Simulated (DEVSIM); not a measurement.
System: Pt/SiO2/n-GaAs capacitor, at 300 K.

Layer 1 from the left is SiO2, thickness (nm) 7.10. Layer 2 from the left is GaAs, thickness (nm) 3800, Nd (cm⁻³) 2.9e16.

Metal gate on the left, work function 5.6 eV. Fixed charge at the semiconductor interface 0 cm⁻² (in units of +e); no interface traps.

The device is made up for the run: typed textbook-type constants, with dimensions and the other settings drawn at random. Values at 300 K.

SiO2: gap (eV) 9, affinity (eV) 0.9, permittivity 3.9. GaAs: gap (eV) 1.424, affinity (eV) 4.07, permittivity 12.9, Nc (cm⁻³) 4.7e17, Nv (cm⁻³) 9e18.

Q: Estimate by hand the flat-band voltage, the threshold voltage, and compare with a numerical solution.

A: 
- Flat-band voltage: C = 0.486 μF/cm², work-function difference 1.458 V; VFB = φms − qNf/C = 1.46 V; numerical 1.46 V.
- Threshold voltage: φF = 0.602 V, depletion charge √(4εqNφF) = 1.13e-7 C/cm²; VT = VFB − 2φF − Qd/C = 0.02 V; numerical 0.02 V.

DEVSIM, 1D Poisson equation in equilibrium, Boltzmann statistics, complete ionisation; no quantum confinement or tunnelling. Metal contacts follow the ideal Schottky-Mott rule: no Fermi-level pinning, no interface dipoles.
